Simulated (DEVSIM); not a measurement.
Structure: illuminated Si p-on-n cell, one wavelength, with a back-surface field, at 350 K.

Layer 1 from the left is Si, thickness (μm) 0.240, Na (cm⁻³) 1.1e18, τn (s) 1.7e-5, τp (s) 6.6e-7, absorption coefficient (cm⁻¹) 5600. Layer 2 from the left is Si, thickness (μm) 170, Nd (cm⁻³) 1.1e16, τn (s) 4.4e-5, τp (s) 4.4e-5, absorption coefficient (cm⁻¹) 5600. Layer 3 from the left is Si, thickness (μm) 1.70, Nd (cm⁻³) 3.8e18, τn (s) 4.4e-5, τp (s) 4.4e-5, absorption coefficient (cm⁻¹) 5600.

Left contact: ohmic, minority electron recombination velocity 2e6 cm/s. Right contact: ohmic, minority hole recombination velocity 1e6 cm/s. Voltage is applied to the left contact. Recombination: SRH at mid-gap, radiative, Auger. Light enters at the left, 1.4e18 photons cm⁻² s⁻¹, one pass, no reflection. Mobility is μmin + (μ − μmin)/(1 + (N/Nref)^α).

Constants are typed, rounded textbook-type inputs, not results; the design itself was drawn at random and stands for no fabricated device. Values at 300 K; Nc and Nv go as T^1.5, mobilities as T to minus their exponent, the gap by Varshni's rule with the affinity fixed.

Si: gap (eV) 1.124, affinity (eV) 4.05, permittivity 11.7, Nc (cm⁻³) 2.86e19, Nv (cm⁻³) 3.1e19, μn (cm²/Vs) 1417, μp (cm²/Vs) 470, μn,min 52, μp,min 45, Nref,n 9.7e16, Nref,p 2.2e17, αn 0.68, αp 0.72, T exponent of μn 2.3, T exponent of μp 2.2, B (cm³/s) 4.7e-15, Cn (cm⁶/s) 2.8e-31, Cp (cm⁶/s) 9.9e-32, Varshni α (eV/K) 0.000473, Varshni β (K) 636.

Model (solved in DEVSIM): 1D drift-diffusion, Boltzmann statistics, complete ionisation; no tunnelling, impact ionisation, image-force lowering or self-heating.

Dark forward current:

```csv
|V| (V),|J| (A/cm²)
0.05,2.663e-8
0.10,1.564e-7
0.15,8.163e-7
0.20,4.229e-6
0.25,2.201e-5
0.30,0.0001150
0.35,0.0006020
0.40,0.003152
0.45,0.01644
0.50,0.08408
0.55,0.3952
0.60,1.512
0.65,4.612
0.70,12.20
0.75,29.07
0.80,62.05
0.85,117.9
0.90,201.1
0.95,313.4
1.00,454.6
1.05,623.0
1.10,816.7
1.15,1034
1.20,1272
1.25,1530
1.30,1805
```

Q: Work out the local ideality factor n = ΔV / (kT/q · ln(J2/J1)) between the rows 0.15 and 0.20 V, 0.35 and 0.40 V, 1.25 and 1.30 V.

A: kT/q = 30.16 mV. From 0.15 to 0.20 V: ln(4.229e-6/8.163e-7) = 1.645, n = 1.01, near the 1 of diffusion or emission over a barrier. From 0.35 to 0.40 V: ln(0.003152/0.0006020) = 1.656, n = 1.00, near the 1 of diffusion or emission over a barrier. From 1.25 to 1.30 V: ln(1805/1530) = 0.165, n = 10.03.

Q: What current could the absorbed light give at most, and what share is collected?

A: Σ αd = 96.3, so qΦ(1 − exp(−Σ αd)) = 224 mA/cm². The simulated short-circuit current is 210.8 mA/cm², a share of 0.94.

Q: Estimate the open-circuit voltage by superposition: the voltage at which the dark current equals that short-circuit current.

A: Interpolating ln J in the table gives 0.530 V. The simulation gives 0.527 V; the estimate lies 3 mV above. Superposition holds where collection doesn't change with voltage.

Q: Estimate the fill factor from FF0 = (v − ln(v + 0.72))/(v + 1), v = qVoc/(nkT), with n from the dark curve.

A: The rows about Voc, 0.50 and 0.55 V, give n = 1.07, so v = 16.3 and FF0 = 0.778. The simulation gives 0.784, the same within the digits that matter.
